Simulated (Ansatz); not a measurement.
Take WC (space group P-6m2, No. 187; a = 2.884 Å, c = 2.812 Å; relaxed with 0.1 eV smearing) as the base. Axes: x lies along a and z along c of the hexagonal cell.

Method: Ansatz (a program for electronic structure), LDA, PAW, cutoff 420 eV, spin-orbit coupling left out.

For the base:

- Pressure = 0.0 GPa
- Shortest interatomic distance = 217.9 pm

Modification: biaxial strain −1.50 %, plane normal [001], relaxed out of plane (Cartesian); in-plane vectors clamped, the third vector and the atoms free.

### Question
How does this affect the out-of-plane strain, pressure and shortest interatomic distance?

### Answer
The out-of-plane strain is +0.60 %; the pressure (mean of the normal stresses, compression positive) goes from zero to 10.0 GPa; the shortest interatomic distance shrinks by 1.35 pm to 216.6 pm.

Stability against distortions was not tested. The final runs are not spin-polarised.
